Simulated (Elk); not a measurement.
Worked example: self-consistent single point of WSi2 (I4/mmm, 3 atoms in the cell) in Elk.

Computed with Elk with PBE, all-electron FP-LAPW, Elk's shipped species files, APW+lo basis with extra local orbitals.

The change in words: lattice scaled by 0.98. Reference geometry:
```xyz
3
Lattice="-1.6050 1.6050 3.9150 1.6050 -1.6050 3.9150 1.6050 1.6050 -3.9150" Properties=species:S:1:pos:R:3 pbc="T T T"
Si     0.0000     0.0000     5.2069
Si     0.0000     0.0000     2.6231
W      0.0000     0.0000     0.0000
```

Reference input (self-consistent single point, DFT, PBE, all-electron FP-LAPW, Elk's shipped species files, APW+lo basis with extra local orbitals): xctype = 20; rgkmax = 8; stype = 3; swidth = 0.00367493 Ha; ngridk = 10 10 10; gmaxvr = 16 1/bohr; nxlo = 2; lorbcnd = true; rmtscf = 0.93; lmaxi = 3. This run's input differs from it in these lines:

```diff
@@ -31,3 +31,3 @@
 scale
-  8.551772835
+  8.380737378
```

Output, abridged:

```
│ Self-consistent loop started │
│ Loop number : 1 │
 total energy                :     -16747.3297260
│ Loop number : 2 │
 total energy                :     -16747.6275791
RMS change in Kohn-Sham potential (target) :   0.4115915076     (  0.1000000000E-05)
Absolute change in total energy (target)   :   0.2978531190     (  0.1000000000E-03)
│ Loop number : 3 │
 total energy                :     -16746.8323032
RMS change in Kohn-Sham potential (target) :   0.3891071439     (  0.1000000000E-05)
Absolute change in total energy (target)   :   0.7208126367     (  0.1000000000E-03)
│ Loop number : 4 │
   [... lines left out ...]
Absolute change in total energy (target)   :   0.6219360403E-03 (  0.1000000000E-03)
│ Loop number : 12 │
 total energy                :     -16746.4400902
RMS change in Kohn-Sham potential (target) :   0.2162353769E-05 (  0.1000000000E-05)
Absolute change in total energy (target)   :   0.2665267566E-03 (  0.1000000000E-03)
│ Loop number : 13 │
 total energy                :     -16746.4401013
RMS change in Kohn-Sham potential (target) :   0.9106618319E-06 (  0.1000000000E-05)
Absolute change in total energy (target)   :   0.5555473399E-04 (  0.1000000000E-03)
Convergence targets achieved

│ Loop number : 14 │

Energies :
 Fermi                       :     0.524501897408
 total energy                :     -16746.4401040

Density of states at Fermi energy :    8.874626513
 (states/Hartree/unit cell)

Estimated indirect band gap :   0.1775024272E-02
 from k-point     87 to k-point     98
Estimated direct band gap   :   0.1421156130E-01
 at k-point     98

Charges :
 core                        :    66.00000000
 valence                     :    36.00000000
 interstitial                :    5.175861160
 muffin-tins (core leakage)
  species :    1 (Si)
   atom    1                 :    11.99643440     (  0.2977156136E-02)
   atom    2                 :    11.99643440     (  0.2977156136E-02)
  species :    2 (W)
   atom    1                 :    72.83127005     (  0.4253615202E-06)
 total in muffin-tins        :    96.82413884
 total calculated charge     :    101.9865521
 total charge                :    102.0000000
 error                       :   0.1344787014E-01

│ Self-consistent loop stopped │
```

The run converged in 14 iterations. The count includes the last loop, which Elk runs after its targets are met. Against the reference run the free energy rises by 61.5 meV/atom.

The starting cell has typed, rounded lattice constants, without a prior relaxation at this level. For this run, on top of that: lattice scaled by 0.98. Spin-orbit coupling is off. Spin polarisation is off. Values depend on the basis (sphere radii, cutoffs, local orbitals), which need not be converged. The log's line on a gap gives a spacing of levels on this mesh, which the program prints for metals too.
